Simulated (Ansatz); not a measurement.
Output of an Ansatz run (abridged):

```
WARN ansatz: RAYON_NUM_THREADS=1 ignored (pool sized by the plan → 1); use --threads N
Pseudopotentials: kind: paw
Pseudopotential: Hg, paw, valence charge 20
Pseudopotential: Pd, paw, valence charge 18
Crystal: 8 atoms, lattice volume = 149.497 Å³
Basis set: ecut = 420 eV, 2945 PW (Γ)
Bands: 92, of which v1, the nominal top of the filled ones, is band 76 counted from 1 (75 counted from 0)
Symmetry: 12 space group operations
Space group: P213 (ITA 198), of the structure as read, at distance tolerance 5.3e-5 Å
k-points: 24 of 216 (time reversal used)
PAW frozen core: Hg, regenerated for the run's functional, and the local potential with it
PAW frozen core: Pd, regenerated for the run's functional, and the local potential with it
Initial density: superposition of atomic densities (neutral atoms: chi_scale 0, normalization atom), corrected by the library's trained network
Initial wavefunctions: pseudopotential atomic-orbital guess
Eigensolver: davidson
Functional: x = slater, c = lda
SCF iter   1: F=—  HF=-81468.950621 eV  |F-HF|=—  |Δ(HF+E_count)|=         —  Δρ=1.20e-2  dr2=2.04e-1  ethr=1.77e-3  ⟨swp⟩=5.3  Hψ=7738  notcnv=0  defer=97
all-band conjugate gradients solve this SCF's bands
preconditioner: auto → Kerker (q_TF=auto, 2.736 Å⁻¹)
SCF iter   2: F=—  HF=-81468.913560 eV  |F-HF|=—  |Δ(HF+E_count)|=   3.71e-2  Δρ=5.25e-3  dr2=3.82e-2  ethr=1.34e-4  ⟨swp⟩=1.0  Hψ=2544  notcnv=0  defer=112
SCF iter   3: F=—  HF=-81468.904431 eV  |F-HF|=—  |Δ(HF+E_count)|=   9.13e-3  Δρ=8.50e-4  dr2=1.01e-3  ethr=2.51e-5  ⟨swp⟩=2.2  Hψ=2967  notcnv=0  defer=112
SCF iter   4: F=—  HF=-81468.904241 eV  |F-HF|=—  |Δ(HF+E_count)|=   1.91e-4  Δρ=1.70e-4  dr2=6.51e-5  ethr=6.67e-7  ⟨swp⟩=2.2  Hψ=2871  notcnv=0  defer=112
SCF iter   5: F=—  HF=-81468.904212 eV  |F-HF|=—  |Δ(HF+E_count)|=   2.87e-5  Δρ=5.00e-5  dr2=6.54e-6  ethr=4.28e-8  ⟨swp⟩=2.1  Hψ=2987  notcnv=0  defer=112
SCF iter   6: F=—  HF=-81468.904211 eV  |F-HF|=—  |Δ(HF+E_count)|=   1.63e-6  Δρ=1.17e-5  dr2=2.04e-7  ethr=4.30e-9  ⟨swp⟩=2.1  Hψ=2946  notcnv=0  defer=112
SCF iter   7: F=-81468.904210 eV  HF=-81468.904210 eV  |F-HF|=7.42e-9  |Δ(HF+E_count)|=   3.58e-8  Δρ=3.59e-6  dr2=1.58e-8  ethr=6.58e-11  ⟨swp⟩=9.0  Hψ=9122  notcnv=0
SCF 1 converged in 7 iterations: F = -81468.904210 eV  dr2 = 1.58e-8
SCF converged after 7 iterations
Free energy (F): -81468.904210 eV
Harris-Foulkes:  -81468.904210 eV  (|F-HF|=7.42e-9)
Internal energy: -81468.885056 eV  (E = F + TS)
E sigma→0 (E₀):  -81468.894633 eV
Entropy (-TS):   -0.019155 eV (-2.394 meV/atom)
Fermi energy:    16.880159 eV
--- Per-component energies (eV) ---
  E_band       = -2131.350113
  E_kinetic    = 4468.341891
  E_local      = -17043.887436  (includes V_loc(G=0)·N_el)
  E_nonlocal   = 1216.927644
  E_hartree    = 7117.356825
  E_xc         = -1543.659284
  E_vxc        = -1889.644077  (∫ρ·V_xc dr)
  E_paw        = -53112.910676  (= ΣΔE_a)
  E_vpaw       = -3117.792416  (= ΣTr[D̂ρ^β])
  E_aug_tail   = 0.004236  (compensation charges beyond the density's cutoff)
  E_ewald      = -22576.085561
  E_core_change = 5.027306  (= ΣΔE_core)
  E_smearing   = -0.019155  (= −TS)
  E_closure    = 0.000000  (closes the sum)
  Σ components = -81468.904210   (vs F -81468.904210, Δ=0.00e0)
--- Forces (eV/Å), atoms counted from 1 ---
  atom   1  Hg    -0.02128739     0.02128739    -0.02128739
  atom   2  Hg     0.02128739    -0.02128739    -0.02128739
  atom   3  Hg    -0.02128739    -0.02128739     0.02128739
  atom   4  Hg     0.02128739     0.02128739     0.02128739
  atom   5  Pd     0.00184478    -0.00184478     0.00184478
  atom   6  Pd    -0.00184478     0.00184478     0.00184478
  atom   7  Pd     0.00184478     0.00184478    -0.00184478
  atom   8  Pd    -0.00184478    -0.00184478    -0.00184478
  max |Σ_I F_I| component: 8.39e-17 eV/Å
--- Stress (GPa, compression-positive) ---
      -11.149518      -0.000000       0.000000
       -0.000000     -11.149518       0.000000
        0.000000      -0.000000     -11.149518
  P = ⅓ Tr σ = -11.1495 GPa (-111.495 kbar)
  The stress holds the Pulay correction. Without it, at fixed plane waves, as pw.x and ABINIT print it: P = -11.1835 GPa
--- Band table (eV; the first three rows and the last of 24) ---
  k-point 0: bands = ["-98.0995", "-98.0990", "-98.0990", "-98.0990", "-66.8102", "-66.8074", "-66.8074", "-66.8074", "-46.3938", "-46.3938", "-46.3938", "-46.3893", "-46.3893", "-46.3893", "-46.3861", "-46.3861", "-46.3809", "-46.3809", "-46.3809", [...]
  k-point 1: bands = ["-98.0995", "-98.0991", "-98.0990", "-98.0989", "-66.8101", "-66.8078", "-66.8073", "-66.8071", "-46.3951", "-46.3943", "-46.3922", "-46.3904", "-46.3899", "-46.3874", "-46.3858", "-46.3856", "-46.3815", "-46.3811", "-46.3811", [...]
  k-point 2: bands = ["-98.0994", "-98.0992", "-98.0989", "-98.0989", "-66.8097", "-66.8084", "-66.8072", "-66.8070", "-46.3958", "-46.3951", "-46.3918", "-46.3909", "-46.3891", "-46.3857", "-46.3854", "-46.3846", "-46.3823", "-46.3815", "-46.3814", [...]
  k-point 23: bands = ["-98.0991", "-98.0991", "-98.0991", "-98.0991", "-66.8081", "-66.8081", "-66.8081", "-66.8081", "-46.3943", "-46.3943", "-46.3943", "-46.3943", "-46.3838", "-46.3838", "-46.3838", "-46.3838", "-46.3827", "-46.3827", [...]
```

The structure:

```xyz
8
Lattice="5.3073 0.0000 0.0000 0.0000 5.3073 0.0000 0.0000 0.0000 5.3073" Properties=species:S:1:pos:R:3 pbc="T T T"
Hg     4.4771     3.4840     1.8234
Hg     3.4840     1.8234     4.4771
Hg     1.8234     4.4771     3.4840
Hg     0.8303     0.8303     0.8303
Pd     0.8096     1.8440     3.4633
Pd     1.8440     3.4633     0.8096
Pd     3.4633     0.8096     1.8440
Pd     4.4977     4.4977     4.4977
```

What input produced this log?

Other spellings and defaults could give the same log, and not every line can be read from it. The input that was run (DFT, LDA (PW92), plane waves, default PAW files made with PBE):

Ansatz 0.2 input:
```yaml
crystal:
  lattice:
    - [5.30735000, 0.00000000, 0.00000000]
    - [0.00000000, 5.30735000, 0.00000000]
    - [0.00000000, 0.00000000, 5.30735000]
  atoms:
    - { symbol: Hg, position_ang: [4.47706817, 3.48395683, 1.82339317] }
    - { symbol: Hg, position_ang: [3.48395683, 1.82339317, 4.47706817] }
    - { symbol: Hg, position_ang: [1.82339317, 4.47706817, 3.48395683] }
    - { symbol: Hg, position_ang: [0.83028183, 0.83028183, 0.83028183] }
    - { symbol: Pd, position_ang: [0.80963624, 1.84403876, 3.46331124] }
    - { symbol: Pd, position_ang: [1.84403876, 3.46331124, 0.80963624] }
    - { symbol: Pd, position_ang: [3.46331124, 0.80963624, 1.84403876] }
    - { symbol: Pd, position_ang: [4.49771376, 4.49771376, 4.49771376] }
basis:
  ecutwfc: 420.0
kpoints:
  mp_grid:
    grid: [6, 6, 6]
hamiltonian:
  xc: lda
  pseudopotentials:
    kind: paw
scf:
  occupations:
    method: gaussian
    width: 0.1
output:
  forces: true
  eigenvalues: true
  stress: true
```

The starting cell comes from a database of computed structures (which also holds hypothetical and non-ambient phases and stackings), without a prior relaxation at this level. Its lattice was rescaled by up to half a per cent. Spin-orbit coupling is off. Spin polarisation is off. With a pressure of about -11 GPa the cell is away from its equilibrium volume at this level. Ansatz's pressure includes its estimate of the finite-basis (Pulay) stress.

Ansatz is a first-principles code.
